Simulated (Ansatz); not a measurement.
Input:

```yaml
crystal:
  lattice:
    - [4.97002, 0.00000, 0.00000]
    - [0.00000, 4.97002, 0.00000]
    - [2.48501, -2.48501, 3.71079]
  atoms:
    - { symbol: Na, position: [0.75000, 0.75000, 0.50000] }
    - { symbol: Na, position: [0.25000, 0.25000, 0.50000] }
    - { symbol: Te, position: [0.00000, 0.00000, 0.00000] }
```

No spin polarisation.

Level of theory: PBEsol (Ansatz, a program for electronic structure, PAW, no spin-orbit coupling). k-mesh 8×8×8 (Γ-centred); smearing 0.05 eV (Fermi–Dirac).

### Question
Predict the electron mass, gap character and band gap.

### Answer
* **Electron mass**: 0.21 mₑ (at Γ)
* **Gap character**: direct at Γ
* **Band gap**: 2.06 eV

Spin-orbit coupling, missing from the scalar runs, can matter with Te. The cells carry an imposed strain or load. Effective masses come from finite differences of ±0.01 Å⁻¹. Whether these cells are dynamically stable was not tested. The cell was made from Na2Te in the anti-fluorite structure (space group Fm-3m, No. 225) by this change: biaxial strain −3.00 %, plane normal [001], relaxed out of plane.
